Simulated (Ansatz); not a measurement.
## Response to strain in GaP

Take GaP in the zinc blende structure (space group F-43m, No. 216; a = 5.451 Å) as the base. Axes: x, y, z lie along the cube axes.

Strains are applied to the cell and any free atomic positions relax; under biaxial strain the out-of-plane vector relaxes too; under stress the whole cell relaxes.

Calculations: Kohn–Sham DFT with the r2SCAN functional, run in Ansatz (a quantum-chemistry and plane-wave program) with PAW and 500 eV plane waves, no spin-orbit coupling.

Candidates:
(a) uniaxial strain ε_zz = −0.49 %
(b) biaxial strain +1.86 %, plane normal [001], relaxed out of plane
(c) uniaxial stress, 2 GPa tension along z
(d) isotropic strain −1.18 %

Notes on the quantities. energy relative to the base: free energy F.

### Question
Order them by energy relative to the base, highest first.

### Answer
(d) isotropic strain −1.18 % (+7.2 meV/atom), (b) biaxial strain +1.86 %, plane normal [001], relaxed out of plane (+6.4 meV/atom), (c) uniaxial stress, 2 GPa tension along z (+2.3 meV/atom), (a) uniaxial strain ε_zz = −0.49 % (+0.2 meV/atom)

Stability under load was not tested beyond the relaxation.
